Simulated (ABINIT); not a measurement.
Worked example: self-consistent single point of MnO2 (P4_2/mnm, 6 atoms in the cell) in ABINIT.

Method: PBEsol, norm-conserving pseudopotentials (PseudoDojo nc-sr-04 PBEsol standard) (plane waves; ABINIT).

```
CELL_PARAMETERS angstrom
      4.44442     0.00000     0.00000
      0.00000     4.44442     0.00000
      0.00000     0.00000     2.89575
ATOMIC_POSITIONS crystal
  Mn 0.00000 0.00000 0.00000
  Mn 0.50000 0.50000 0.50000
  O  0.30492 0.30492 0.00000
  O  0.69508 0.69508 0.00000
  O  0.19508 0.80492 0.50000
  O  0.80492 0.19508 0.50000
```
Moments meant for the start (each program seeds them in its own way; μB, in the order of the atoms Mn Mn O O O O): 4.0 4.0 0.0 0.0 0.0 0.0.

Reference input (self-consistent single point, DFT, PBEsol, plane waves, norm-conserving pseudopotentials (PseudoDojo nc-sr-04 PBEsol standard)): pseudos = [Mn.upf, O.upf]; ecut = 48 Ha; ixc = -116133; nsppol = 2; occopt = 6; tsmear = 0.136 eV; ngkpt = 4 4 6; nshiftk = 1; shiftk = 0.5 0.5 0.5; potentials = PseudoDojo nc-sr-04 PBEsol standard; nband = 40; kptopt = 1. This run's input differs from it in these lines:

```diff
@@ -19,3 +19,3 @@
          6.7603171345    1.6384270072    2.7360881576
-ecut 48 Ha
+ecut 38 Ha
 ixc -116133
```

Output, abridged:

```
--- !BeginCycle
solver: {iscf: 7, nstep: 50, nline: 4, wfoptalg: 0, }
tolerances: {tolvrs: 1.00E-11, }
...

     iter   Etot(hartree)     deltaE(h) residm    vres2    magn
 ETOT  1  -282.39229572145    -2.82E+02 2.13E-01 4.78E+03 6.000
 ETOT  2  -265.69012877275     1.67E+01 3.01E-02 9.58E+04 0.585
 ETOT  3  -283.46689174312    -1.78E+01 4.30E-02 5.37E+02 5.991
 ETOT  4  -283.51009139179    -4.32E-02 1.36E-02 2.69E+02 6.014
 ETOT  5  -283.55241671515    -4.23E-02 3.36E-03 1.56E+01 6.002
   [... 7 lines left out ...]
 ETOT 13  -283.55504625551    -1.39E-11 4.32E-05 2.51E-09 6.000
 ETOT 14  -283.55504625551    -1.14E-12 7.79E-05 3.59E-10 6.000
 ETOT 15  -283.55504625551    -3.64E-12 2.60E-05 4.76E-11 6.000
 ETOT 16  -283.55504625551    -9.09E-13 5.26E-05 2.37E-12 6.000
 At SCF step   16       vres2   =  2.37E-12 < tolvrs=  1.00E-11 =>converged.

 Cartesian components of stress tensor (hartree/bohr^3)
  sigma(1 1)=  5.56906589E-04  sigma(3 2)=  0.00000000E+00
  sigma(2 2)=  5.56906589E-04  sigma(3 1)=  0.00000000E+00
  sigma(3 3)=  6.75085273E-04  sigma(2 1)=  0.00000000E+00

 Integrated electronic and magnetization densities in atomic spheres:
 Radius=ratsph(iatom), smearing ratsm=  0.0000. Diff(up-dn)=approximate z local magnetic moment.
 Atom    Radius    up_density   dn_density  Total(up+dn)  Diff(up-dn)
    1   2.00000     7.746128     5.086735     12.832863     2.659393
    2   2.00000     7.746128     5.086735     12.832863     2.659393
    3   2.00000     3.172683     3.058862      6.231545     0.113821
    4   2.00000     3.172683     3.058862      6.231545     0.113821
   [... lines left out ...]
 Total magnetization (from the atomic spheres):             5.774069
 Total magnetization (exact up - dn):                       6.000279
 Fermi (or HOMO) energy (hartree) =   0.23033   Average Vxc (hartree)=  -0.45277
 Fermi (or HOMO) energy (eV) =   6.26747   Average Vxc (eV)= -12.32050
   [... lines left out ...]
total_energy        : -2.83555046255514E+02
total_energy_eV     : -7.71592520909884E+03
band_energy         : -3.04733719326379E+01
...

-Cartesian components of stress tensor (GPa)         [Pressure= -1.7544E+01 GPa]
- sigma(1 1)=  1.63847548E+01  sigma(3 2)=  0.00000000E+00
- sigma(2 2)=  1.63847548E+01  sigma(3 1)=  0.00000000E+00
- sigma(3 3)=  1.98616911E+01  sigma(2 1)=  0.00000000E+00

 Calculation completed.
```

The run converged in 16 iterations. Against the reference run the free energy rises by 36.6 meV/atom, the pressure goes from -10.41 to -17.54 GPa, the largest force moves little (0.206 to 0.209 eV/Å), the gap on the mesh hardly changes (0.195 to 0.197 eV) and the size of the net moment stays at 1.00 μB/atom.

The starting cell comes from a database of computed structures (which also holds hypothetical and non-ambient phases and stackings), without a prior relaxation at this level. Its lattice was rescaled by a random factor within 2.5 % of one. The magnetic order is the one reached from the typed start; others were not searched systematically. The shifted mesh does not hold Γ, so a gap read on it misses any band edge there.

Cost on one core of a shared machine: roughly 3 min.
